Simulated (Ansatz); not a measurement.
The parent structure is KTaO$_{3}$ in the cubic perovskite structure (space group Pm-3m, No. 221; a = 3.9893 Å).

The values are results of Kohn–Sham DFT with the r2SCAN functional, run in Ansatz (a program for electronic structure) with PAW and 500 eV plane waves, no SOC, earlier PAW set, not measurements.

One change was made to it. Results:

| quantity | base | after |
|---|---|---|
| band gap | 2.64 eV | zero |
| shortest interatomic distance | 3.769 bohr | 3.725 bohr |

Which change produced these results?
(A) Ta → Ga
(B) O → Se
(C) O → N

A, Ta → Ga. For comparison, the shortest interatomic distance in the other runs: O → Se gives 4.800 bohr; O → N gives 3.929 bohr.

Other magnetic orders, which the real material may have, were not ruled out. Spin-orbit coupling, missing from the scalar runs, can matter with Ta. No phonon test of stability was made. As relaxed here, KGaO3, KTaSe3 and KTaN3 are hypothetical phases, not in the database extracts checked. Spin-polarised in the final run: KGaO3 and KTaN3; the other runs are not. KTaSe3 has a high density of states at the Fermi level and may be magnetic at this level.
